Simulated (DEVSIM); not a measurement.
Device: Mo/Al2O3/SiO2/n-Si capacitor, at 250 K.

| layer (left to right) | material | thickness (nm) | Nd (cm⁻³) |
|---|---|---|---|
| 1 | Al2O3 | 19.0 | - |
| 2 | SiO2 | 1.00 | - |
| 3 | Si | 370 | 2.4e18 |

Metal gate on the left, work function 4.6 eV. Fixed charge at the semiconductor interface 1.5e10 cm⁻² (in units of +e); no interface traps.

The device is made up for the run: typed textbook-type constants, with dimensions and the other settings drawn at random. Values at 300 K; Nc and Nv go as T^1.5, mobilities as T to minus their exponent, the gap by Varshni's rule with the affinity fixed.

| parameter | Al2O3 | SiO2 | Si |
|---|---|---|---|
| gap (eV) | 6.8 | 9 | 1.124 |
| affinity (eV) | 1.35 | 0.9 | 4.05 |
| permittivity | 9 | 3.9 | 11.7 |
| Nc (cm⁻³) | - | - | 2.86e19 |
| Nv (cm⁻³) | - | - | 3.1e19 |
| Varshni α (eV/K) | - | - | 0.000473 |
| Varshni β (K) | - | - | 636 |

Model (solved in DEVSIM): 1D Poisson equation in equilibrium, Boltzmann statistics, complete ionisation; no quantum confinement or tunnelling. Metal contacts follow the ideal Schottky-Mott rule: no Fermi-level pinning, no interface dipoles.

The temperature was swept, all else fixed.

| temperature (K) | minimum of the low-frequency capacitance (μF/cm²) | flat-band voltage (V) |
|---|---|---|
| 250 | 0.210 | 0.50 |
| 300 | 0.212 | 0.48 |
| 350 | 0.217 | 0.46 |
| 400 | 0.220 | 0.44 |
| 450 | … | 0.42 |
| 500 | 0.231 | 0.40 |

Problem. What belongs in the gaps?

Solution. 
- 450, minimum of the low-frequency capacitance (μF/cm²): 0.225
